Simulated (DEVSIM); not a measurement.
System: abrupt Si n-p junction, at 350 K.

Layer 1 from the left is Si, thickness (μm) 17.0, Nd (cm⁻³) 2.2e18, τn (s) 2.2e-5, τp (s) 2.2e-5. Layer 2 from the left is Si, thickness (μm) 0.880, Na (cm⁻³) 7.8e15, τn (s) 2.2e-5, τp (s) 2.2e-5.

Left contact: ohmic. Right contact: ohmic. Voltage is applied to the left contact. Recombination: SRH at mid-gap, Auger. Mobility is μmin + (μ − μmin)/(1 + (N/Nref)^α).

The device is made up for the run: typed textbook-type constants, with dimensions and the other settings drawn at random. Values at 300 K; Nc and Nv go as T^1.5, mobilities as T to minus their exponent, the gap by Varshni's rule with the affinity fixed.

Si: gap (eV) 1.124, affinity (eV) 4.05, permittivity 11.7, Nc (cm⁻³) 2.86e19, Nv (cm⁻³) 3.1e19, μn (cm²/Vs) 1417, μp (cm²/Vs) 470, μn,min 52, μp,min 45, Nref,n 9.7e16, Nref,p 2.2e17, αn 0.68, αp 0.72, T exponent of μn 2.3, T exponent of μp 2.2, Cn (cm⁶/s) 2.8e-31, Cp (cm⁶/s) 9.9e-32, Varshni α (eV/K) 0.000473, Varshni β (K) 636.

Task: Estimate by hand the built-in potential, the peak field at zero bias, the capacitance at 1.5 V, and compare with a numerical solution.

Result: 
- Built-in potential: ni = √(Nc Nv) exp(−Eg/2kT) = 3.78e11 cm⁻³ with Eg = 1.111 eV; Vbi = kT/q ln(Na Nd/ni²) = 0.769 V; numerical 0.769 V.
- Peak field at zero bias: depletion approximation: W = √(2εVbi/(qN)) = 0.358 μm with N = 7.77e15 cm⁻³; field = 2Vbi/W = 43000 V/cm; numerical 93500 V/cm (estimate below by 54 %).
- Capacitance at 1.5 V: C = √(qεN / 2(Vbi + |V|)) = 16.9 nF/cm²; numerical 17.2 nF/cm² (estimate below by 2.2 %).

Model (solved in DEVSIM): 1D drift-diffusion, Boltzmann statistics, complete ionisation; no tunnelling, impact ionisation, image-force lowering or self-heating.
